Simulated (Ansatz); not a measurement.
**KTaO3: stress against strain**

KTaO3 (cubic perovskite, Pm-3m, 12.659 Å³/atom at rest) under an equal strain ε in the (111) plane with the normal axis free, as in a coherent film. PBEsol in Ansatz, a plane-wave DFT program (PAW, default set), 420 eV, 8×8×8 Γ-centred mesh, Fermi-Dirac smearing 0.05 eV; ions are relaxed within the symmetry of each cell. Stress is positive for a compressed cell.

Here s stands for strain and y for stress xx.

```csv
strain (%),stress xx (GPa)
-2.50,?
-1.00,3.69
-0.50,1.82
0.00,0.00
0.50,-1.79
1.00,-3.54
```

Fit y of the 5 rows that show it with a straight line. Means: s 0, y 0.036. About the means, the sum of products is -9.0350 and the sum of squares of s is 2.5000; the slope is their ratio. Least squares gives y = 0.036 - 3.6140·s. Residuals (row less fit): 0.040, -0.023, -0.036, -0.019, 0.038; standard error 0.042 (degrees of freedom: 3). The slope gives the biaxial elastic modulus of this plane = 361 ± 3 GPa.

Problem. What does the fit predict for y at s = -2.50, and how far is the calculated value from it?

Solution. y = 0.036 - 3.6140 × (-2.5) = 9.071 GPa. The calculation gives 9.50 GPa, 0.429 GPa above the prediction (3.3 % of the range of y in the table). The row lies outside the fitted rows, so this is an extrapolation. From the scatter of the fitted rows alone, a prediction at this place has a standard error of 0.080 GPa, so the miss is 5.4 times that.

One order more, fitted to all 11 runs of the series, follows each within 0.01, so the miss is the next term of a smooth law. The primitive cell can neither tilt nor turn polar against its symmetry, as such crystals can under strain. Rows are the converged runs of the series near zero and its far end; series whose fitted rows scatter by over a few per cent of the range, as at a crossing or softening among them, aren't shown in this form. Most that stay on the fit to the last digits aren't either.
